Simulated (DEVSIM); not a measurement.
Structure: Al/Al2O3/SiO2/p-Si capacitor, at 400 K.

| layer (left to right) | material | thickness (nm) | Na (cm⁻³) |
|---|---|---|---|
| 1 | Al2O3 | 17.0 | - |
| 2 | SiO2 | 0.750 | - |
| 3 | Si | 3800 | 2.3e16 |

Metal gate on the left, work function 4.1 eV. Fixed charge at the semiconductor interface -9.8e11 cm⁻² (in units of +e); interface traps 4.6e11 cm⁻² eV⁻¹, uniform in energy, neutral level at 0.7 of the gap above the valence band.

Constants are typed, rounded textbook-type inputs, not results; the design itself was drawn at random and stands for no fabricated device. Values at 300 K; Nc and Nv go as T^1.5, mobilities as T to minus their exponent, the gap by Varshni's rule with the affinity fixed.

| parameter | Al2O3 | SiO2 | Si |
|---|---|---|---|
| gap (eV) | 6.8 | 9 | 1.124 |
| affinity (eV) | 1.35 | 0.9 | 4.05 |
| permittivity | 9 | 3.9 | 11.7 |
| Nc (cm⁻³) | - | - | 2.86e19 |
| Nv (cm⁻³) | - | - | 3.1e19 |
| Varshni α (eV/K) | - | - | 0.000473 |
| Varshni β (K) | - | - | 636 |

Simulated with DEVSIM: 1D Poisson equation in equilibrium, Boltzmann statistics, complete ionisation; no quantum confinement or tunnelling. Metal contacts follow the ideal Schottky-Mott rule: no Fermi-level pinning, no interface dipoles.

The interface trap density was swept, all else fixed.

```csv
interface trap density (cm^-2 eV^-1),minimum of the low-frequency capacitance (μF/cm²),threshold voltage (band bending 2φF) (V),flat-band voltage (V)
0,0.0599,0.31,-0.41
1e10,0.0611,0.31,-0.42
1e11,0.0714,0.32,-0.43
3e11,0.0923,0.32,-0.47
4.6e11,0.107,0.33,-0.50
1e12,0.149,0.34,-0.60
2e12,0.204,0.36,-0.79
```

From the first row to the last the minimum of the low-frequency capacitance goes from 0.0599 to 0.204. From the first row to the last the threshold voltage (band bending 2φF) goes from 0.31 to 0.36.
